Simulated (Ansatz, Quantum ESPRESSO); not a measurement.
## Nb (Im-3m, 1 atom in the cell) computed with different codes at matched settings

Self-consistent single point.

```
CELL_PARAMETERS angstrom
     -1.65649     1.65649     1.65649
      1.65649    -1.65649     1.65649
      1.65649     1.65649    -1.65649
ATOMIC_POSITIONS crystal
  Nb 0.00000 0.00000 0.00000
```

Shared settings, as Ansatz (an electronic-structure program) writes them: kpoints.mp_grid.grid = 9 9 9; magnetization.spin_orbit = true; scf.occupations.method = fermi_dirac; scf.occupations.width = 0.05 eV. Potentials and cutoffs stand in the table.

```
code                                                                                                       model  pressure (GPa)  cutoff
----------------  ----------------------------------------------------------------------------------------------  --------------  ------
Quantum ESPRESSO  PBE, spin-orbit coupling, PseudoDojo fully relativistic norm-conserving (PBE) pseudopotentials           -0.40   85 Ry
Ansatz                                                                   PBE with spin-orbit coupling, PAW files           -0.72  420 eV
```

The spread over the programs that give each value: pressure within 0.32 GPa.

Ansatz's pressure is given at a fixed set of plane waves, as the other plane-wave codes print theirs.

The starting cell comes from a database of computed structures (which also holds hypothetical and non-ambient phases and stackings), without a prior relaxation at this level. Its lattice was rescaled by a random factor within 2.5 % of one.

Left out of this page: ABINIT (failed or unconverged); Elk, FLEUR and SIESTA (not drawn, or without a comparable value).

Keys are those of Ansatz 0.2.
